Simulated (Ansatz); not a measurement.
Consider HgTe in the zinc blende structure (space group F-43m, No. 216; a = 6.5728 Å). Axes: x, y, z lie along the cube axes.

Calculations: r2SCAN/PAW in Ansatz (a quantum-chemistry and plane-wave program), spin-orbit coupling left out.

Strains are applied to the cell and any free atomic positions relax.

One change was made to it. Results:

```tsv
quantity	base	after
pressure (mean of the normal stresses, compression positive)	0.0 GPa	-0.9 GPa
energy relative to the base (free energy F)	0 meV/atom	+3.4 meV/atom
shortest interatomic distance	2.846 Å	2.870 Å
```

Problem. Name the change that was made.
A. uniaxial strain ε_zz = +0.50 %
B. uniaxial strain ε_zz = +2.50 %
C. uniaxial strain ε_zz = +2.00 %
D. uniaxial strain ε_zz = +3.00 %
E. uniaxial strain ε_zz = +1.00 %

Solution. B, uniaxial strain ε_zz = +2.50 %. For comparison, the energy relative to the base in the other runs: uniaxial strain ε_zz = +1.00 % gives +0.6 meV/atom; uniaxial strain ε_zz = +2.00 % gives +2.2 meV/atom; uniaxial strain ε_zz = +3.00 % gives +4.9 meV/atom; uniaxial strain ε_zz = +0.50 % gives +0.1 meV/atom.

No phonon test of stability was made. All final runs are without spin polarisation.
